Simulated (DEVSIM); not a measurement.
System: Si n-i-p diode, at 250 K.

Layer 1 from the left is Si, thickness (μm) 0.500, Nd (cm⁻³) 1.6e17, τn (s) 2.5e-5, τp (s) 2.5e-5. Layer 2 from the left is Si, thickness (μm) 7.20, Na (cm⁻³) 1e12, τn (s) 2.5e-5, τp (s) 2.5e-5. Layer 3 from the left is Si, thickness (μm) 0.160, Na (cm⁻³) 8.5e17, τn (s) 2.5e-5, τp (s) 2.5e-5.

Left contact: ohmic. Right contact: ohmic. Voltage is applied to the left contact. Recombination: SRH at mid-gap, radiative. Mobility is μmin + (μ − μmin)/(1 + (N/Nref)^α).

The device is made up for the run: typed textbook-type constants, with dimensions and the other settings drawn at random. Values at 300 K; Nc and Nv go as T^1.5, mobilities as T to minus their exponent, the gap by Varshni's rule with the affinity fixed.

Si: gap (eV) 1.124, affinity (eV) 4.05, permittivity 11.7, Nc (cm⁻³) 2.86e19, Nv (cm⁻³) 3.1e19, μn (cm²/Vs) 1417, μp (cm²/Vs) 470, μn,min 52, μp,min 45, Nref,n 9.7e16, Nref,p 2.2e17, αn 0.68, αp 0.72, T exponent of μn 2.3, T exponent of μp 2.2, B (cm³/s) 4.7e-15, Varshni α (eV/K) 0.000473, Varshni β (K) 636.

Simulated with DEVSIM: 1D drift-diffusion, Boltzmann statistics, complete ionisation; no tunnelling, impact ionisation, image-force lowering or self-heating.

Q: What does the simulation give for the potential step across the device at zero bias, the dark forward voltage at 1 A/cm², the dark forward voltage at 100 A/cm²?

A: potential step across the device at zero bias 0.959 V; dark forward voltage at 1 A/cm² 0.732 V; dark forward voltage at 100 A/cm² 0.842 V.
